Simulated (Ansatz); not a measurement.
CsCl-type RuAl, treated with r²SCAN in Ansatz (PAW).

Settings: plane-wave cutoff 600 eV, 22×22×22 k mesh, Fermi–Dirac smearing 0.06 eV (set by the program), no spin polarisation, scalar-relativistic PAW data made under PBE.

Computed at the level's own relaxed cell.

Hill averages of the elastic tensor: K = 220.9 GPa, G = 118.0 GPa. Volume 13.262 Å³/atom, mean atomic mass 64.026 u.

Problem. Work out the density, the sound velocities of a polycrystal and the elastic Debye temperature, and Pugh's ratio at this level.

Solution. ρ = 1.66054 × 64.026/13.262 = 8.017 g/cm³. v_l = √[(K + 4G/3)/ρ] = 6.869 km/s and v_t = √(G/ρ) = 3.836 km/s. The mean follows from 3/v_m³ = 1/v_l³ + 2/v_t³: v_m = 4.271 km/s. Θ_D = (ħ/k_B) v_m (6π²/V)^(1/3) = 76.38 K Å s/km × 4.271 × 1.6467 Å⁻¹ = 537 K, counting all atoms of the cell. K/G = 1.87, to be set beside Pugh's rough bound of 1.75 between brittle and ductile metals.

Ansatz is a first-principles code.
